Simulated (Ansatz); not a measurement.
Worked calculations on one periodic cell of amorphous Ti₂₀O₃₉Cl₂: Ti20O39Cl2, 61 atoms, volume 775.7 Å³, made by a melt-quench on the CHGNet potential and relaxed with DFT. Anions were pushed apart under 1.9 Å during the dynamics, to hinder bonds among them. It is a model cell: composition and starting density were chosen by hand, and all elements were melted together. Cycles of charging were run to anneal it. The numbers are results of PBE, scalar-relativistic without spin-orbit coupling (plane waves to 420 eV, PAW; Ansatz, a program for electronic structure), not measurements. Sampling: a 2×2×2 Γ-centred mesh; Fermi-Dirac width 0.02 eV; no spin polarisation. Its volume was held where the quench left it, its shape was held as a cube, and it stands at a mean pressure of 3.1 GPa with stress components up to 4.0 GPa; the relaxation ran on the zone centre alone. Its density went from a set 3.54 to 3.54 g/cm³. The cell is small and was quenched far faster than a real film, so it is one sample of the glass.

Q: Count formal charges (Ti +4, O -2, Cl -1). What does the count lead one to expect at the Fermi level, and what does the calculation give?

A: 20 × (+4) + 39 × (-2) + 2 × (-1) = 0. The charges balance, so the anion-derived valence states can be full and a gap can open. On this mesh the highest filled and lowest empty level lie 2.46 eV apart, the PBE gap of this cell, with a localised state at one edge or both.

Four energies for a hole at PBE on the zone centre alone (charged cells in a uniform background, spin-polarised): neutral at the neutral geometry -74358.729 eV; charged at the neutral geometry -74364.816 eV; charged and relaxed -74364.909 eV; neutral at the charged geometry -74358.495 eV.

Q: Find the two relaxation energies and their sum, the reorganisation energy.

A: On charging: -74364.816 − (-74364.909) = 0.093 eV. On discharging: -74358.495 − (-74358.729) = 0.234 eV. The sum is 0.327 eV. The carrier's level spreads over 7 of the 61 atoms' worth, so it counts as partly localised, most on one O atom with neighbours Ti 1.90 Å, Ti 1.94 Å, Ti 2.04 Å (neutral geometry). The values are uncorrected: the image energy of a point charge in this cell, 2.84 × 14.40 / (2 × 9.2) = 2.2 eV before screening, is screened by electrons alone at the fixed geometry and by ions too after relaxing, and the carrier can be spread before it relaxes, so each term can be off by up to that value times 1/ε∞, some tenths of an eV. PBE's self-interaction favours spread-out carriers, so a hybrid can localise more.
